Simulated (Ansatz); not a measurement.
This Ansatz (an electronic-structure program) input is the reference run, BaO in the zinc blende structure (space group F-43m, No. 216; a hypothetical phase, not in the database extracts checked), computed with PBEsol/PAW in Ansatz, spin-orbit coupling left out:

Ansatz 0.2 input:
```yaml
crystal:
  lattice:
    - [0, 2.9306996347, 2.9306996347]
    - [2.9306996347, 0, 2.9306996347]
    - [2.9306996347, 2.9306996347, 0]
  atoms:
    - { symbol: O, position: [0.75, 0.75, 0.75] }
    - { symbol: Ba, position: [0, 0, 0] }
basis: { ecutwfc: 420, ecutrho_ratio: 4, xc_grid: 2, fft_grid_basis: typed }
kpoints: { mp_grid: { grid: [10, 10, 10] } }
hamiltonian:
  xc: pbesol
  dispersion: none
  pseudopotentials: { kind: paw }
scf: { occupations: { method: fermi_dirac, width: 0.05 }, convergence: { dr2_threshold: 0.0000000002 } }
output: { forces: true, stress: true }
```

Task: Write the input for this change: biaxial strain −1.59 %, plane normal [001], relaxed out of plane (Cartesian); in-plane vectors clamped, the third vector and the atoms free.

Result: 
Ansatz 0.2 input:
```yaml
crystal:
  lattice:
    - [4.0787354714, 0, 0]
    - [0, 4.0787354714, 0]
    - [2.0393677357, -2.0393677357, 2.9539986968]
  atoms:
    - { symbol: O, position: [0.25, 0.25, 0.5] }
    - { symbol: Ba, position: [0, 0, 0] }
basis: { ecutwfc: 420, ecutrho_ratio: 4, xc_grid: 2, fft_grid_basis: typed }
kpoints: { mp_grid: { grid: [10, 10, 10] } }
hamiltonian:
  xc: pbesol
  dispersion: none
  pseudopotentials: { kind: paw }
scf: { occupations: { method: fermi_dirac, width: 0.05 } }
relax: { f_tol: 0.005, max_steps: 50, cell: { stress_tol: 0.01, fix: [a, b, gamma] } }
output: { forces: true, stress: true }
checkpoint: { write: state.ck, write_every: 1000 }
```
This is the input that was run; other choices of cell and start would serve too.

Whether these cells are dynamically stable was not tested.
